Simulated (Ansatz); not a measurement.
# Cs: biaxial strain +0.67 %, plane normal [110], relaxed out of plane

The reference is Cs in the bcc (W type) structure (space group Im-3m, No. 229; a = 6.275 Å; relaxed with 0.1 eV smearing). Axes: x, y, z lie along the cube axes.

It is then changed as follows: tensile biaxial strain of 0.67 % in the plane normal to [110], as in epitaxy on a mismatched substrate; the out-of-plane cell vector and the atoms relax.

Calculations: Kohn–Sham DFT with the r2SCAN functional, run in Ansatz (a program for electronic structure) with PAW and 500 eV plane waves, no spin-orbit coupling. k-mesh 15×15×15 (Γ-centred); smearing 0.1 eV (Fermi–Dirac).

- Volume per atom = 124.80 Å³ (base 123.55 Å³)
- Space group = Fmmm (No. 69) (base Im-3m (No. 229))
- Energy relative to the base (free energy F) = +0.2 meV/atom
- Pressure (mean of the normal stresses, compression positive) = 0.0 GPa (base 0.0 GPa)
- Band gap = zero (base zero)
- Out-of-plane strain = -0.34 %

Final structure (turned so that z lies along the plane normal):

```yaml
crystal:
  lattice:
    - [5.47091, 0.00000, 0.00000]
    - [-1.82364, 5.15802, 0.00000]
    - [1.82364, 2.57901, 4.42238]
  atoms:
    - { symbol: Cs, position: [0.00000, 0.00000, 0.00000] }
```

Stability against distortions was not tested. All final runs are without spin polarisation.
